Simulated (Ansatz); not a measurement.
Base system: TiAl (space group P4/mmm, No. 123; a = 2.813 Å, c = 4.058 Å). Axes: x, y, z lie along a, b, c of the conventional cell.

Level of theory: plane-wave PAW DFT at the r2SCAN level (Ansatz, a quantum-chemistry and plane-wave program, 500 eV), no spin-orbit coupling.

Strains are applied to the cell and any free atomic positions relax; under biaxial strain the out-of-plane vector relaxes too.

One change was made to it. Results:

```json
[
 {"quantity": "pressure (mean of the normal stresses, compression positive)", "base": "0.0 GPa", "after": "3.5 GPa"},
 {"quantity": "shortest interatomic distance", "base": "5.316 bohr", "after": "5.213 bohr"}
]
```

Task: Which of these changes matches the shifts?
(A) strain tensor (xx, yy, zz, yz, xz, xy) = (+0.67, −1.45, −1.85, −0.13, −1.09, −1.90) %
(B) biaxial strain −1.83 %, plane normal [001], relaxed out of plane
(C) uniaxial strain ε_yy = +3.58 %
(D) biaxial strain +1.05 %, plane normal [001], relaxed out of plane
(E) biaxial strain −4.26 %, plane normal [001], relaxed out of plane

Result: A, strain tensor (xx, yy, zz, yz, xz, xy) = (+0.67, −1.45, −1.85, −0.13, −1.09, −1.90) %. For comparison, the pressure in the other runs: biaxial strain +1.05 %, plane normal [001], relaxed out of plane gives -1.3 GPa; uniaxial strain ε_yy = +3.58 % gives -3.9 GPa; biaxial strain −1.83 %, plane normal [001], relaxed out of plane gives 2.6 GPa; biaxial strain −4.26 %, plane normal [001], relaxed out of plane gives 6.3 GPa.

Without a gap, meshes like the base's 16×16×12 leave anisotropic stresses uncertain by several tenths of a GPa, and small strain energies with them. No phonon test of stability was made. All final runs are without spin polarisation.
